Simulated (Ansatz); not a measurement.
Base system: MgB2 (space group P6/mmm, No. 191; a = 3.064 Å, c = 3.498 Å; relaxed with 0.1 eV smearing). Axes: x lies along a and z along c of the hexagonal cell.

All numbers come from PBEsol (Ansatz, a first-principles code, PAW, no spin-orbit coupling).

For the base:

```
Quantity                        Result
-----------------------------  -------
Shortest interatomic distance  1.769 Å
Band gap                          zero
```

Now apply this change: uniaxial strain ε_zz = +2.00 %, all other strain components held at zero; the atoms relax in the strained cell.

**Question.** What happens to the energy relative to the base, stress, shortest interatomic distance and band gap?

**Answer.** The energy grows by 3.1 meV/atom; the stress (xx, yy, zz, yz, xz, xy; compression positive) amounts to (-0.6, -0.6, -5.2, 0.0, 0.0, 0.0) GPa; the shortest interatomic distance stays 1.769 Å; the band gap remains zero.

Stability against distortions was not tested. The final runs are not spin-polarised.
